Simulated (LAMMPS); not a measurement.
Molecular dynamics of Si (diamond structure), 1728 atoms, at 1010 K and 0 GPa, heated as the crystal.

All values are model results, not measurements: classical MD, pair style edip, file Si.edip, run in LAMMPS.

```csv
frequency (THz),spectral density (1/THz)
0.7070,0.0000
1.111,0.0007
1.516,0.0055
1.920,0.0090
2.324,0.0114
2.728,0.0123
3.132,0.0378
3.537,0.0314
3.941,0.0292
4.345,0.0753
4.749,0.0756
5.153,0.0995
5.557,0.0977
5.961,0.0965
6.366,0.0945
6.770,0.0662
7.174,0.0654
7.578,0.0605
7.982,0.0279
8.386,0.0142
8.791,0.0202
9.195,0.0221
9.599,0.0282
10.00,0.0378
10.41,0.0269
10.81,0.0424
11.22,0.0795
11.62,0.0369
12.02,0.0175
12.43,0.0265
12.83,0.0423
13.24,0.0570
13.64,0.0603
14.05,0.0433
14.45,0.0446
14.85,0.0324
15.26,0.0418
15.66,0.1003
16.07,0.2370
16.47,0.2600
16.87,0.1707
17.28,0.0866
17.68,0.0321
18.09,0.0063
18.49,0.0024
18.89,0.0016
19.30,0.0011
19.70,0.0009
```

The data show:
- state found: crystal; no diffusion seen in 30 ps
- mean frequency of the velocity spectrum: 11.4 THz
